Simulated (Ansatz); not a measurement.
By PBEsol, the system below comes out a metal.

Without scattering a metal conducts by its projected Fermi surface.

Consider the following.

```yaml
crystal:
  lattice:
    - [5.51265, 0.00000, 0.00000]
    - [1.83061, 5.19983, 0.00000]
    - [1.83061, 1.29627, 2.24946]
  atoms:
    - { symbol: Ir, position: [0.50000, 0.50000, 0.50000] }
    - { symbol: Ir, position: [0.00000, 0.00000, 0.00000] }
    - { symbol: O, position: [0.30866, 0.30866, 0.38268] }
    - { symbol: O, position: [0.69134, 0.69134, 0.61732] }
    - { symbol: O, position: [0.19134, 0.80866, 0.50000] }
    - { symbol: O, position: [0.80866, 0.19134, 0.50000] }
```

Space group of this cell: P4_2/mnm, rutile. The cell is taken as given; by PBEsol its mean pressure is -6.5 GPa.

The current flows along the normal of the first two printed cell vectors, the (111) plane of the conventional cell. No spin-orbit coupling; the value is a mean over 0.1 eV about the Fermi level.

Q: Predict the ballistic conductance per area from Ansatz (a first-principles code) with PBEsol.

A: 0.61 × 10¹⁵ S/m² for both spins.
